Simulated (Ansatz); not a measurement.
**Pressure series in hypothetical CdI2 type HfO2**

The parent structure is HfO2 in the CdI2 type structure (space group P-3m1, No. 164; a hypothetical phase, not in the database extracts checked; layered, stacked along the Cartesian z axis).

```xyz
3
Lattice="3.2085 0.0000 0.0000 -1.6042 2.7786 0.0000 0.0000 0.0000 4.5146" Properties=species:S:1:pos:R:3 pbc="T T T"
Hf     0.0000     0.0000     0.0000
O      0.0000     1.8524     0.9657
O      1.6042     0.9262     3.5489
```

Cell and atoms are relaxed at each pressure.

Calculations: PBEsol-D3(BJ) (Ansatz, a first-principles code, PAW, no SOC).

```csv
pressure (GPa),volume per atom (Å³/atom)
-1,13.921
0,13.416
3,?
7,12.030
15,11.299
30,10.457
```

### Question
Fit the third-order Birch–Murnaghan form P(V) = (3B₀/2)[(V₀/V)^(7/3) − (V₀/V)^(5/3)]·[1 + (3/4)(B₀′ − 4)((V₀/V)^(2/3) − 1)] (squares taken in P) to the rows shown and predict the withheld row.

### Answer
Least squares on the printed values gives V₀ = 13.433 Å³/atom, B₀ = 36.5 GPa, B₀′ = 11.3; this predicts 12.654 Å³/atom, and the run gives 12.621 Å³/atom, 0.033 lower.

Load acts through the strain it causes; cell and atoms are relaxed under it. Stability against distortions was not tested. Competing high-pressure phases were not computed.
